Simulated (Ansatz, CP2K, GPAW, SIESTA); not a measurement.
## One structure in several programs: Co2SiGe (P1, 8 atoms in the cell)

Self-consistent single point, at a second geometry (atoms moved at random). First geometry:

```yaml
crystal:
  lattice:
    - [4.53407, 0.00000, 0.00000]
    - [0.00000, 4.53579, 0.00000]
    - [-0.05692, 0.00000, 4.53934]
  atoms:
    - { symbol: Co, position: [0.64359, 0.63821, 0.60395] }
    - { symbol: Co, position: [0.35641, 0.13821, 0.39605] }
    - { symbol: Co, position: [0.86440, 0.35934, 0.11767] }
    - { symbol: Co, position: [0.13560, 0.85934, 0.88233] }
    - { symbol: Si, position: [0.15633, 0.66001, 0.41238] }
    - { symbol: Si, position: [0.84367, 0.16001, 0.58762] }
    - { symbol: Ge, position: [0.33863, 0.34244, 0.90580] }
    - { symbol: Ge, position: [0.66137, 0.84244, 0.09420] }
```

Second geometry:
```xyz
8
Lattice="4.5341 0.0000 0.0000 0.0000 4.5358 0.0000 -0.0569 0.0000 4.5393" Properties=species:S:1:pos:R:3 pbc="T T T"
Co     2.8793     2.8893     2.7332
Co     1.5721     0.5956     1.7997
Co     3.9145     1.5468     0.4842
Co     0.6129     3.9573     4.0279
Si     0.6780     3.0513     1.8403
Si     3.7727     0.6822     2.6614
Ge     1.4282     1.5987     4.1533
Ge     3.0509     3.8219     0.4574
```

Shared settings, as Ansatz (a first-principles code) writes them: kpoints.mp_grid.grid = 4 4 4; scf.occupations.method = fermi_dirac; scf.occupations.width = 0.1 eV. Potentials and cutoffs stand in the table.

```
code                                                                                                                       model  ΔF from the first geometry (meV/atom)  pressure (GPa)  largest force (eV/Å)       cutoff
------  ------------------------------------------------------------------------------------------------------------------------  -------------------------------------  --------------  --------------------  -----------
Ansatz                                                                                       LDA (PW92), PAW files made with PBE                                   21.4          -12.12                 1.089       420 eV
CP2K                                        LDA (Pade form), GPW, DZVP-MOLOPT-SR-GTH basis, GTH-PADE potentials (GTH_POTENTIALS)                                   21.1          -11.90                 1.079  grid 600 Ry
SIESTA  LDA PW92, numerical atomic orbitals DZP, PseudoDojo LDA standard norm-conserving potentials (rewritten from UPF to PSML)                                   22.4          -11.84                 1.218  grid 400 Ry
GPAW                                                               LDA (Perdew-Wang 92), GPAW PAW datasets LDA (gpaw-data 1.0.1)                                   21.8          -11.02                 1.105       800 eV
```

Size of the force on each atom (eV/Å): Sizes of forces hide their directions.

```tsv
code	Co1	Co2	Co3	Co4	Si5	Si6	Ge7	Ge8
Ansatz	0.237	0.452	1.089	0.728	0.674	0.409	0.971	0.650
CP2K	0.254	0.481	1.079	0.706	0.672	0.424	0.902	0.652
SIESTA	0.255	0.441	1.218	0.878	0.749	0.567	1.016	0.728
GPAW	0.241	0.482	1.105	0.742	0.700	0.423	1.011	0.682
```

On Ansatz's run: spin polarisation is off.

The spread over the programs that give each value: ΔF from the first geometry within 1.3 meV/atom; pressure within 1.10 GPa; largest force within 0.139 eV/Å.

CP2K and SIESTA use small atom-centred bases, whose incompleteness enters pressures, forces and empty levels differently from a plane-wave cutoff. Ansatz's pressure is given at a fixed set of plane waves, as the other plane-wave codes print theirs; with its correction for the finite basis it is -12.03 GPa. In the force vectors, CP2K (by 0.107) and SIESTA (by 0.195) lie more than 0.08 eV/Å from the median of the plane-wave programs.

The shared mesh is coarse (it stands for a supercell whose shortest vector is 18 Å), so the values are not converged in it.

The starting cell comes from a database of computed structures (which also holds hypothetical and non-ambient phases and stackings), without a prior relaxation at this level. For this run, on top of that: atoms moved at random.

Keys are those of Ansatz 0.2.
